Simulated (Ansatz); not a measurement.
A15 Nb3Sn (cubic form, which distorts at low temperature) was calculated with PBE-D3(BJ) in Ansatz (plane waves, PAW).

Numerical settings: plane-wave cutoff 500 eV, 10×10×10 k mesh, Fermi–Dirac smearing 0.1 eV, no spin polarisation, scalar-relativistic PAW data made under PBE.

Computed at the level's own relaxed cell.

**Question.** What does this level give for the volume per atom and equilibrium lattice constant a?

**Answer.** 
* **volume per atom**: 18.15 Å³/atom
* **equilibrium lattice constant a**: 5.256 Å

Measured, for comparison: equilibrium volume per atom 18.49 Å³/atom, lattice constant a 5.289 Å (temperature not stated, no zero-point or thermal correction; as tabulated in Priinits et al. (2024), arXiv:2406.00817). Computed (rounded) less measured: equilibrium volume per atom -1.8 %, lattice constant a -0.6 %. A static lattice is as a rule a little smaller and stiffer than an uncorrected measurement, which narrows the difference in the equilibrium volume per atom, lattice constant a and would widen misses of the other sign.

Note: symmetry holds this phase in the static calculation, where it need not be a minimum.

Spin–orbit coupling is not included.

Ansatz is a program for electronic structure.
